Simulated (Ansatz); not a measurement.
For Y2C (R-3m, No. 166), LDA in Ansatz (PAW) gives:

```
Item                    Value
-------------------  --------
lattice parameter a   3.525 Å
c axis length        18.112 Å
```

Q: What does r²SCAN+rVV10 (PAW; Ansatz, a program for electronic structure) give for the same quantities?

A: 
- lattice constant a: 3.609 Å (goes up by 2.4 %)
- lattice parameter c: 18.304 Å (increases by 1.1 %)

Changes are worked out from the printed values.

Unless a cell is named, each level is at its own relaxed cell (LDA 21.66, r²SCAN+rVV10 22.94 Å³/atom).

Ansatz's density-functional and Hartree–Fock values are scalar-relativistic unless marked +SOC, with PAW data made under PBE.
